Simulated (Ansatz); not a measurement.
# CsGeBr3: pressure series

Take CsGeBr3 in the cubic perovskite structure (space group Pm-3m, No. 221; a cell from a computed database, its experimental status unchecked) as the base.

```xyz
5
Lattice="5.5440 0.0000 0.0000 0.0000 5.5440 0.0000 0.0000 0.0000 5.5440" Properties=species:S:1:pos:R:3 pbc="T T T"
Cs     0.0000     0.0000     0.0000
Ge     2.7720     2.7720     2.7720
Br     2.7720     2.7720     0.0000
Br     0.0000     2.7720     2.7720
Br     2.7720     0.0000     2.7720
```

Cell and atoms are relaxed at each pressure.

The values are results of Ansatz (an electronic-structure program), r2SCAN, PAW, cutoff 500 eV, no spin-orbit coupling, not measurements.

Computed cases, in order: pressure −2 GPa; pressure −1 GPa; 0 GPa (base); pressure 1.8 GPa; pressure 4.2 GPa; pressure 9 GPa; pressure 18 GPa; pressure 30 GPa; pressure 45 GPa; pressure 60 GPa.

### Question
Between which two neighbouring cases does the band gap open or close?

### Answer
Between pressure 1.8 GPa (0.39 eV) and pressure 4.2 GPa (zero). The whole series: pressure −2 GPa: 1.14 eV; pressure −1 GPa: 0.92 eV; 0 GPa (base): 0.71 eV; pressure 1.8 GPa: 0.39 eV; pressure 4.2 GPa: zero; pressure 9 GPa: zero; pressure 18 GPa: zero; pressure 30 GPa: zero; pressure 45 GPa: zero; pressure 60 GPa: zero.

A case with no gap was solved on a k-mesh chosen for an insulator, which is coarse for it. Load acts through the strain it causes; cell and atoms are relaxed under it. Stability against distortions was not tested. No other phases were tried under pressure. All final runs are without spin polarisation. Many cubic perovskites are stable only at high temperature; tilts and polar distortions were not tested. A zero or small gap of CsGeBr3 under pressure 4.2 GPa, CsGeBr3 under pressure 9 GPa, CsGeBr3 under pressure 18 GPa and CsGeBr3 under pressure 30 GPa can be the functional's error rather than a property of the material.
